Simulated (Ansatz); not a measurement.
Base system: AlN in the wurtzite structure (space group P6_3mc, No. 186; a = 3.1067 Å, c = 4.9785 Å).

Now apply this change: the cell is scaled by 1.0231 in all directions; the atoms relax in the strained cell.

Levels (all Ansatz, a first-principles code, PAW): r2SCAN (500 eV, scalar-relativistic without spin-orbit coupling); HSE06 (420 eV, scalar-relativistic without spin-orbit coupling).

The geometry is relaxed with r2SCAN.

r2SCAN lowest conduction level above the VBM at special points: Γ 4.27 eV; K 5.64 eV; L 5.75 eV

### Question
Predict the lowest conduction level above the VBM at special points from HSE06.

### Answer
The lowest conduction level above the VBM at special points goes from Γ 4.27 eV; K 5.64 eV; L 5.75 eV to Γ 4.96 eV; K 6.28 eV; L 6.40 eV.

Single points use the geometry relaxed with r2SCAN. The levels and masses belong to the bands next to the band gap. Whether these cells are dynamically stable was not tested.
